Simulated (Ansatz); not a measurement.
# Amorphous Ge, 512 atoms, melt quenched at 10 K/ps, density 0.99 of the crystal's

Prepared with LAMMPS with Tersoff's 1989 multicomponent potential (SiCGe.tersoff): melt at 3500 K, cooled from 2600 to 500 K at 10 K/ps at fixed volume, minimised. Geometry as solved with PBE, support functions at accuracy medium on the grid of 370 eV (Ansatz, a program for electronic structure).

Geometry partly relaxed: the largest remaining force component is 0.174 eV/Å.

```xyz
512
Lattice="23.12 0.00 0.00 0.00 23.12 0.00 0.00 0.00 23.12" Properties=species:S:1:pos:R:3 pbc="T T T"
Ge     1.77     8.99    20.35
Ge     6.69    16.46     8.86
Ge    20.81    13.77     4.88
Ge    14.64     6.72     7.08
Ge    12.73     6.32    11.82
Ge     9.99    16.09     7.32
Ge     4.92    17.84    21.64
Ge    16.11     4.16    10.03
Ge    21.09     5.87    14.60
Ge     2.14     4.08    11.18
Ge    21.52    15.69     6.43
Ge    19.15     2.71    13.67
Ge    18.11     9.51    17.15
Ge     4.03    13.49     8.05
Ge    16.98     7.82     3.98
Ge     2.69    16.85    16.55
Ge    21.02    15.00     0.98
Ge     8.22     7.17    21.26
Ge    12.99     5.76    18.11
Ge    20.90     2.60    17.28
Ge     0.93    12.59     6.52
Ge     3.77     0.27    17.72
Ge    14.32     8.49    21.34
Ge    17.17    15.48    20.11
Ge     8.76     3.62    19.37
Ge    13.97    20.35     9.92
Ge     0.28     3.64    12.72
Ge     6.65     3.71     9.17
Ge    15.32     2.93    12.08
Ge     6.94     1.71    16.37
Ge     0.89    19.72    11.28
Ge     0.18     5.58    19.06
Ge     1.53     6.50    20.95
Ge     5.42    12.13    19.58
Ge    17.59     5.37    16.46
Ge     5.87     2.45     7.20
Ge     5.47    22.44    13.30
Ge    22.45     6.47    10.15
Ge    12.87     8.00     2.73
Ge     4.31    19.02     4.13
Ge    20.00    22.89     5.28
Ge     3.97    18.52     6.54
Ge    13.86    10.01    17.41
Ge    10.54     2.00    22.77
Ge    18.46    12.65    13.95
Ge    10.03    15.23    13.37
Ge    15.50     5.21     1.27
Ge     5.45     9.08    14.08
Ge    10.25     1.56     9.87
Ge     5.53     2.63    11.04
Ge    12.49     0.45    15.36
Ge     0.70    17.31    10.73
Ge     6.18    21.91     9.42
Ge     3.14     9.18    18.06
Ge    17.26     2.22    19.85
Ge     8.30     2.49     0.65
Ge     1.36     1.06    20.77
Ge     6.87     8.17    17.13
Ge    17.52    18.12    17.01
Ge    22.63    18.25    14.99
Ge     3.38     2.17     9.90
Ge    20.57     1.59     6.79
Ge     4.81     4.20    12.90
Ge     3.09     7.40    16.11
Ge    22.74    14.11    15.85
Ge    11.95    13.46    20.57
Ge    14.73     8.07    14.80
Ge     6.64    13.36    11.64
Ge     6.83     5.28    13.91
Ge     8.38    12.13    15.61
Ge    17.82    18.89    22.54
Ge    19.60    17.21     6.88
Ge     6.33     3.55    22.74
Ge     6.88     8.69    12.07
Ge    11.45    22.98     8.49
Ge    14.52    21.10     3.04
Ge     0.83     8.43     7.07
Ge    21.45    19.10    20.75
Ge    22.24    13.87     2.81
Ge    10.65    20.42    22.44
Ge    11.51    13.15    10.27
Ge     9.41    22.31     2.41
Ge     2.62    20.85     3.85
Ge     4.95    19.73    10.23
Ge    19.02    19.09    20.40
Ge     6.33    14.09     0.80
Ge     8.63     8.24     2.40
Ge    22.17     8.72    16.86
Ge     0.35     6.63     0.03
Ge    13.17    17.54    19.43
Ge    13.88    18.75     5.66
Ge    16.52    11.14    13.80
Ge     6.43     8.91    21.27
Ge     1.16    13.53    20.14
Ge    16.47    14.19    16.56
Ge    13.01    10.13     1.41
Ge     1.55    17.24    22.51
Ge    20.79     1.79     1.76
Ge    19.27     7.80     2.89
Ge     3.56    20.93    22.61
Ge    -0.09    12.15     0.74
Ge    14.19    10.76     5.16
Ge     6.35    20.89    19.44
Ge    19.54     6.84    19.80
Ge    19.36    20.93    14.27
Ge     2.34    16.39     9.04
Ge     3.98    17.01     2.62
Ge    13.94     3.01     6.65
Ge    10.61    17.93    10.54
Ge     3.27    12.19    21.18
Ge     3.56     5.11    21.33
Ge    17.09     2.67     8.31
Ge     1.49    19.44     2.13
Ge    22.19    14.74     8.67
Ge     6.82    17.38     0.15
Ge    10.00    14.24     3.77
Ge    15.94    20.74    13.38
Ge     5.84    20.73    16.81
Ge     5.74    20.10    12.53
Ge    21.21    12.50     8.80
Ge    18.78    13.32    16.39
Ge    21.33     4.86     8.52
Ge    16.97    15.35    10.85
Ge     5.42    22.59     0.33
Ge     6.35    15.64    15.41
Ge    18.08    11.42     5.99
Ge     9.72     7.67    19.37
Ge     4.13     3.79     6.06
Ge    22.73    14.15    22.33
Ge    10.71    17.30    19.80
Ge     6.42     6.08     8.48
Ge    11.78     1.97    18.74
Ge     5.55     0.28    19.61
Ge    12.33     9.20     4.83
Ge     3.48     2.50    14.30
Ge     5.63    22.51     4.73
Ge     1.15    19.68    13.75
Ge     6.01    18.68     7.97
Ge     5.33     5.39     2.67
Ge     3.15    10.45    10.73
Ge    13.03     7.71    16.60
Ge     9.29     8.82     8.52
Ge    14.14     4.74    13.33
Ge    16.61    15.42     0.77
Ge    13.66    20.32    12.47
Ge    15.41     9.42     9.98
Ge     9.32     3.93     2.48
Ge    17.66     5.25     0.03
Ge    20.22     4.72    20.90
Ge    11.77     3.87    17.07
Ge     4.54     2.28    16.53
Ge    11.71    19.82    17.00
Ge     3.09     0.17    13.27
Ge    11.55    10.99    20.78
Ge     9.07    21.37    14.81
Ge    14.54     0.20    16.74
Ge     8.00    19.22    12.28
Ge    21.64    19.81     3.73
Ge    15.20     1.14     7.69
Ge    23.12     6.77    15.61
Ge     2.75     9.86    22.56
Ge    10.02    21.89     4.80
Ge    12.34     7.07    22.19
Ge     2.50     0.02    10.78
Ge     4.23     6.13     0.50
Ge    10.76     6.64     2.26
Ge     9.62    14.49     9.34
Ge    21.74    10.18    22.98
Ge     5.16     5.58    19.48
Ge     8.60     8.78     6.01
Ge     2.62     2.30     7.44
Ge    13.23     8.56    10.84
Ge     6.38     9.54     1.96
Ge     5.27    14.45    13.40
Ge    10.05    13.67    19.02
Ge    19.07    11.47    18.33
Ge    17.74     7.26    18.14
Ge    18.20    22.60    10.31
Ge     7.98    21.11     7.78
Ge     7.77     5.94     3.05
Ge    10.26     5.13     8.39
Ge    11.33    17.99    15.33
Ge    15.98    21.53    15.85
Ge    11.87    11.35     8.55
Ge     4.11     6.93     4.33
Ge    12.58    16.39     4.23
Ge     8.98     0.90    11.89
Ge    12.25     4.89     9.83
Ge     6.35    15.91     2.59
Ge     9.34     4.56    17.09
Ge     1.97     5.52     1.52
Ge    17.00    21.53     2.81
Ge     5.55    14.62    19.09
Ge     4.57    11.18    17.42
Ge     8.99    23.36    21.20
Ge     9.71    12.19     0.49
Ge    21.38     5.27    -0.02
Ge    13.99    21.33     5.52
Ge    15.14    14.19    14.37
Ge    22.85     1.13     7.81
Ge    10.13    19.43     5.24
Ge    19.60     3.47     3.12
Ge     8.13    17.32    10.68
Ge    14.39    15.66     8.29
Ge    17.93     7.29    21.64
Ge    10.24    22.11    12.74
Ge     0.17    19.52     7.00
Ge    11.65    18.04     6.63
Ge     6.62     0.39    11.39
Ge    20.55     3.01    10.03
Ge    13.53    14.32     6.40
Ge     7.27    21.50    21.78
Ge    17.52    21.20     8.24
Ge     6.54     1.70     3.94
Ge     9.09     7.04    17.09
Ge     8.01    22.79     5.95
Ge    22.68    10.68    12.65
Ge    15.15    16.84    13.94
Ge    16.56    20.98    22.04
Ge     3.96    14.00    22.90
Ge    12.15    11.37    16.18
Ge    11.06    14.30     6.01
Ge     8.95    13.12    21.37
Ge     4.21    15.57    20.92
Ge    15.71    16.60    16.36
Ge    21.07    13.88    20.26
Ge    19.91     8.99     8.60
Ge    13.19     2.07     2.90
Ge     8.68    14.72    15.61
Ge     1.18     0.23     6.00
Ge    22.20     1.88    11.49
Ge    11.94    22.84     6.01
Ge     5.17     1.48    21.90
Ge     9.84    16.95    22.23
Ge     6.49    10.40    15.98
Ge     6.16    14.81     5.01
Ge    10.19    20.92     8.91
Ge    20.55    15.11    16.36
Ge    17.55    21.05    19.73
Ge    16.14    19.28     9.12
Ge    10.78    22.08    16.42
Ge     8.94     3.06     8.46
Ge     3.40    18.57     0.59
Ge    22.49    23.11    14.93
Ge     7.42    18.62    18.49
Ge     4.18    16.47    12.50
Ge     2.40    19.96    18.84
Ge     2.68     1.72     2.71
Ge    14.34    12.02    12.98
Ge     8.34    19.43    22.84
Ge     6.90    22.51    15.36
Ge    20.91    21.62    16.12
Ge     3.14     7.94    10.36
Ge    11.07     3.45    20.64
Ge     6.00     9.76     8.42
Ge    17.50    12.38     8.26
Ge     1.74    15.06     0.56
Ge    13.48    22.64     1.27
Ge    12.75    18.98    22.85
Ge     7.53    11.10    20.58
Ge     3.96    11.04     8.42
Ge     7.77    11.04    11.72
Ge     8.18     2.15     6.17
Ge    -0.45    10.99    10.12
Ge    19.12     1.42     8.87
Ge    21.62    11.73    18.87
Ge    11.45    13.46     1.93
Ge    15.02    13.58    11.10
Ge     9.52    11.35    13.50
Ge    15.29     7.57     2.18
Ge    15.42    17.74     7.32
Ge    16.31    22.95    12.11
Ge    18.82    14.10    11.93
Ge    14.41    14.58     4.06
Ge     6.89    18.21    15.88
Ge    17.80    11.53    20.59
Ge    16.18     5.86     5.31
Ge    20.02    21.83    11.99
Ge    11.74     8.90     8.83
Ge    13.13    15.01    10.41
Ge    13.04    18.09    13.49
Ge    12.15    17.84     1.93
Ge    20.95     8.91    12.18
Ge    20.08     9.43    15.67
Ge    20.53    16.90    14.53
Ge    10.03     3.37     4.87
Ge     0.01     7.82     4.76
Ge     9.87    19.36    18.68
Ge    19.55     9.94     1.33
Ge     1.89    16.01    20.35
Ge    13.34     5.00     0.05
Ge     7.48    16.14    19.48
Ge    16.99     9.47    11.91
Ge     9.68     1.83    14.15
Ge    15.69    11.74     1.44
Ge    18.71    13.76    21.22
Ge     1.62     6.00     4.02
Ge     7.45    11.88     1.64
Ge    13.33     9.60    13.11
Ge    13.82    10.48    19.90
Ge    19.48     4.29    11.75
Ge    17.57    17.86    10.66
Ge     4.37     4.82    17.12
Ge    17.63     0.04     4.59
Ge     3.17     6.13    12.19
Ge    19.63     7.72    13.94
Ge    10.54     5.77     5.96
Ge    16.07     5.99    14.42
Ge     1.62     5.30    16.93
Ge    18.45     6.98     8.41
Ge     8.32    20.08     2.13
Ge     1.45    13.63    12.57
Ge    19.51     5.56     1.69
Ge    15.11     1.56    20.99
Ge    11.52     6.11    20.07
Ge    10.04    11.69    17.45
Ge     4.51     3.20     3.64
Ge    12.34     7.61     6.71
Ge     3.39    12.94    14.00
Ge     2.76    20.76    10.03
Ge     8.46    15.04    11.50
Ge    22.25    21.40    20.60
Ge    13.02    21.50    20.12
Ge     6.98    12.48     5.73
Ge    17.84     9.65    22.50
Ge    11.12    13.09    12.82
Ge     2.98     2.67    21.80
Ge    11.36    15.70     0.81
Ge    20.93     3.75     5.24
Ge    21.61    11.93     6.39
Ge    19.58     0.40    17.14
Ge    19.68    19.13     5.24
Ge    10.00     0.21    18.43
Ge    16.39     9.63     5.65
Ge     7.75    19.21     5.96
Ge    21.25    17.40     1.53
Ge    22.19    19.70    17.02
Ge    10.99    10.14    23.04
Ge    13.76    12.18     3.03
Ge    20.81     0.81    13.17
Ge     2.56     6.96     8.12
Ge     8.36     6.62    12.18
Ge     0.12     0.19    10.10
Ge     8.08    10.82     9.28
Ge    21.28    20.01     8.54
Ge     4.29    19.97    20.43
Ge     1.53    13.97     8.67
Ge    22.27    13.26    13.56
Ge    22.42     9.79    20.43
Ge    13.74    19.74    18.51
Ge     0.35     3.96     5.03
Ge     7.20     4.90    20.81
Ge    15.14    13.50    22.85
Ge     3.83    14.54     5.81
Ge     9.96    20.23    11.26
Ge    20.58     7.69     5.06
Ge     9.62    10.18    19.36
Ge    15.33     1.06     0.40
Ge    10.32    12.04     6.78
Ge    12.12     2.04     5.22
Ge     2.50    16.55     6.53
Ge    19.37    19.06     1.40
Ge    21.68     5.36    12.28
Ge    13.99    17.12    21.67
Ge    20.80    15.90    18.66
Ge     4.43    15.10    16.94
Ge    16.88     1.71    13.87
Ge     7.38     0.54     1.87
Ge    16.18    20.07    17.83
Ge    18.66    17.10    18.97
Ge    11.13     3.62    13.23
Ge    13.77    15.86    17.77
Ge    14.52     4.22     4.50
Ge    17.98    22.85    15.23
Ge    12.64    22.52    13.12
Ge    17.92    19.18     3.39
Ge    21.78     3.62    19.41
Ge    10.68     6.16    13.27
Ge    16.42    16.92    21.99
Ge     1.56    12.32    10.49
Ge     7.83    15.36    21.92
Ge    12.25     5.17     3.87
Ge    17.33    16.28     6.63
Ge    19.28     1.03    23.05
Ge     1.28     3.44    15.09
Ge    18.66     0.16    19.40
Ge    16.13    22.38     6.45
Ge    20.41    11.10    13.85
Ge    18.45     3.23    21.81
Ge     3.96    22.64     2.57
Ge     1.56    17.64    18.57
Ge    10.84     7.59    15.39
Ge    22.27     1.96    21.15
Ge     0.64     9.76     3.26
Ge    20.81    21.22     1.74
Ge     8.14    12.92     7.98
Ge    23.05    20.77     0.73
Ge     3.72    10.64    13.16
Ge    16.80    14.74     8.45
Ge    19.17    10.01    10.79
Ge    22.42     2.99     0.31
Ge     4.88     8.62    23.22
Ge     5.57     7.90    10.03
Ge    19.76     5.60     6.57
Ge     8.09     6.35     5.59
Ge     3.41    22.20     6.30
Ge    13.79    22.86     9.33
Ge     5.34     8.06    19.15
Ge     7.76     1.36    18.78
Ge     1.71    16.10    12.68
Ge     6.12    14.03     9.24
Ge    16.94    18.44    13.06
Ge     0.79    12.65    17.55
Ge     1.73     7.38    13.94
Ge    11.70    15.54    16.28
Ge    16.51    17.03     2.82
Ge    11.95    19.14     8.83
Ge     0.28    21.12     5.03
Ge     8.97    18.85    14.58
Ge     3.06    18.89    15.19
Ge    13.74     3.65    21.10
Ge     4.91     9.37     4.06
Ge     9.59    15.82    17.92
Ge     2.78    10.73     4.27
Ge    17.64     4.03     6.20
Ge    16.32     8.34     7.88
Ge     1.27     5.17     9.20
Ge     6.42     9.99     5.99
Ge    10.10    10.40     4.87
Ge    12.94     3.03    15.04
Ge    17.87     5.84    10.66
Ge    11.75     3.68     1.53
Ge     4.52     6.17     6.71
Ge     9.94    18.41     3.01
Ge    15.98     9.91    15.93
Ge     1.34     0.55    18.28
Ge    13.85    12.02     7.27
Ge     4.76     0.35     8.00
Ge    14.93     4.94    19.33
Ge    22.22    17.91    18.74
Ge     3.15    13.00    16.48
Ge    17.47     2.54     4.07
Ge    18.22    12.10     1.94
Ge    14.24     4.75     8.47
Ge    16.44     3.61    17.84
Ge     8.15     3.52    15.16
Ge     0.38    21.36    18.46
Ge     1.58    21.93    14.77
Ge     8.64     6.65     9.52
Ge     6.52    20.19     3.98
Ge    15.37     2.36    15.89
Ge     0.63     8.99     0.81
Ge    16.03     7.06    20.05
Ge    22.36     8.72     9.03
Ge     5.52     6.84    15.51
Ge     5.04    18.29    13.99
Ge    11.21     9.82    14.41
Ge     7.80    16.57     6.03
Ge    21.79     7.70    19.12
Ge    16.82    15.17     4.49
Ge     0.22    17.31     5.76
Ge     2.24    13.23     4.43
Ge     1.78     3.10     0.84
Ge     0.04    17.68     3.25
Ge    13.10    14.86    22.32
Ge    20.10     9.92     6.28
Ge     9.96     7.82    -0.03
Ge    14.07    21.08    22.41
Ge    13.85     0.92    11.51
Ge    12.73    13.43    14.80
Ge    18.66    18.55    14.79
Ge    15.38    14.19    18.81
Ge    17.48     7.19    12.73
Ge     2.52    11.96     1.09
Ge     0.27     3.61     7.53
Ge     2.49    20.21     7.61
Ge    18.42    13.20     4.23
Ge    18.74    14.14     0.55
Ge    15.42    12.35    20.53
Ge    21.69    11.25     2.95
Ge     1.32    15.15     3.02
Ge    13.78     0.51    19.12
Ge     8.66    16.36     3.59
Ge    19.90    17.96     9.30
Ge    15.58     2.91     2.37
Ge    22.56    18.51    22.86
Ge    19.65    20.98     6.90
Ge     0.88    16.16    15.09
Ge     2.20    10.46     6.74
Ge    15.45     9.38     0.36
Ge    15.34    11.80     9.24
Ge    20.90    15.26    12.57
Ge    19.70     4.13    15.66
Ge    19.15    12.38    10.11
Ge    12.05     2.79    11.06
Ge    14.37    18.46     3.17
Ge     1.53     9.85    14.08
Ge    21.56    16.37    10.41
Ge    17.33    22.68     0.56
Ge     8.58    12.19     3.86
Ge    11.86    16.49    12.06
Ge    22.05    21.16    10.60
Ge     3.28    20.94    16.67
Ge    11.05    22.69     0.56
Ge    10.48    21.35    20.10
Ge    23.12     1.80    16.47
Ge    21.66    23.13     3.34
Ge     0.61     1.62     4.08
Ge     4.53    17.06    10.11
Ge    20.58     0.15    21.06
Ge     1.22    21.90    22.01
Ge     1.07    10.22    16.64
```
